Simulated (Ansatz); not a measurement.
# A constructed model of the (111) surface of fcc Au, a pseudomorphic layer of Co in the host's stacking (bottom of the slab: a bare face, its two planes held)

Computed with PBE (plane waves to 420 eV, PAW; Ansatz, a program for electronic structure).

Model: 7-atom slab, 14.2 Å thick at the start, 15x15x1 mesh, Fermi-Dirac 0.1 eV, dipole correction, 2 atoms held, the rest relaxed; symmetry of the start imposed; spin-polarised, ending with about 1.9 μB a cell; orders that need a larger cell were not tried, no spin-orbit, no U. It is one candidate, not shown to be the stable structure of the face.

```yaml
work_function_of_the_top_face: 4.72 eV
energy_released_by_relaxation: 0.027 eV
magnetic_moment_of_the_cell: 1.86 μB
cost: about 4 core-minutes (a rough figure)
```
